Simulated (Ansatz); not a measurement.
YN (Fm-3m), HSE06, rigid bands (Ansatz, an electronic-structure program): N_v = 3.46e19 cm⁻³ at 300 K and a hole conductivity mass of 0.485 mₑ.

### Question
For 1e16 holes per cm³ at 300 K, place the Fermi level, estimate the Seebeck coefficient of a parabolic band with constant τ, and give mobility and conductivity for τ = 50 fs.

### Answer
The level lies k_BT ln(N_v/p) = 0.211 eV above the valence-band maximum. S ≈ +(k_B/e)[ln(N_v/p) + 5/2] = 918 μV/K, against 915 μV/K from the full bands (mean over directions). μ = eτ/m = 181 cm²/(V·s) and σ = peμ = 0.291 S/cm. τ is assumed, not computed.

Band transport and this doping are assumed; polarons and phonon drag are left out. Spin-orbit coupling is left out; where it splits the top of the valence band, N_v and the p-type Seebeck coefficient come out somewhat high without it. Geometry: cell and atoms relaxed with PBEsol.
